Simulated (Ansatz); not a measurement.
Take Si in the diamond structure (space group Fd-3m, No. 227) as the base.

```xyz
2
Lattice="0.0000 2.7169 2.7169 2.7169 0.0000 2.7169 2.7169 2.7169 0.0000" Properties=species:S:1:pos:R:3 pbc="T T T"
Si     0.0000     0.0000     0.0000
Si     1.3584     1.3584     1.3584
```

Cartesian axes are those of the cell as printed.

Method: Ansatz (a program for electronic structure), PBEsol, PAW, cutoff 420 eV, no spin-orbit coupling.

For the base:

- Smallest direct gap: 2.52 eV
- Pressure: -0.01 GPa

Now apply this change: biaxial strain +2.00 %, plane normal [001], relaxed out of plane (Cartesian); in-plane vectors clamped, the third vector and the atoms free.

Problem. What happens to the smallest direct gap, pressure and out-of-plane strain?

Solution. The smallest direct gap shrinks by 0.25 eV to 2.27 eV; the pressure (mean of the normal stresses, compression positive) decreases by 2.11 GPa, from -0.01 GPa to -2.12 GPa; the out-of-plane strain amounts to -1.62 %.

Stability against distortions was not tested. A zero or small gap of Si under biaxial strain +2.00 %, plane normal [001], relaxed out of plane can be the functional's error rather than a property of the material.
